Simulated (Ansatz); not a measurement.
The parent structure is BaHfO₃ in the cubic perovskite structure (space group Pm-3m, No. 221; a = 4.158 Å). Axes: x, y, z lie along the cube axes.

All numbers come from plane-wave PAW DFT at the PBEsol level (Ansatz, a quantum-chemistry and plane-wave program, 420 eV), no spin-orbit coupling.

For the base:

- Shortest interatomic distance = 2.079 Å
- Band gap = 3.58 eV

It is then changed as follows: tensile biaxial strain of 1.80 % in the plane normal to [001], as in epitaxy on a mismatched substrate; the out-of-plane cell vector and the atoms relax.

Problem. What happens to the energy relative to the base?

Solution. The energy rises by 11 meV/atom.

Problem. What happens to the shortest interatomic distance?

Solution. The shortest interatomic distance decreases by 0.017 Å, from 2.079 Å to 2.062 Å.

Problem. What happens to the band gap?

Solution. The band gap drops by 0.16 eV to 3.42 eV.

Spin-orbit coupling, missing from the scalar runs, can matter with Hf. Stability against distortions was not tested.
